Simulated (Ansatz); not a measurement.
Consider WSi2 (space group I4/mmm, No. 139).

```yaml
crystal:
  lattice:
    - [-1.60130, 1.60130, 3.90784]
    - [1.60130, -1.60130, 3.90784]
    - [1.60130, 1.60130, -3.90784]
  atoms:
    - { symbol: Si, position: [0.66547, 0.66547, 0.00000] }
    - { symbol: Si, position: [0.33453, 0.33453, 0.00000] }
    - { symbol: W, position: [0.00000, 0.00000, 0.00000] }
```

The values are results of PBEsol/PAW in Ansatz (a program for electronic structure), no spin-orbit coupling, not measurements.

One change was made to it. Results:

```
quantity                base    after
-------------------  -------  -------
lattice parameter a  3.203 Å  3.192 Å
c/a ratio              2.440    2.442
```

**Question.** What was done to the base?
A. pressure 2.1 GPa
B. pressure −2 GPa
C. pressure 22.5 GPa

**Answer.** A, pressure 2.1 GPa. For comparison, the lattice parameter a in the other runs: pressure −2 GPa gives 3.213 Å; pressure 22.5 GPa gives 3.110 Å.

Load acts through the strain it causes; cell and atoms are relaxed under it. No phonon test of stability was made. No other phases were tried under pressure. All final runs are without spin polarisation.
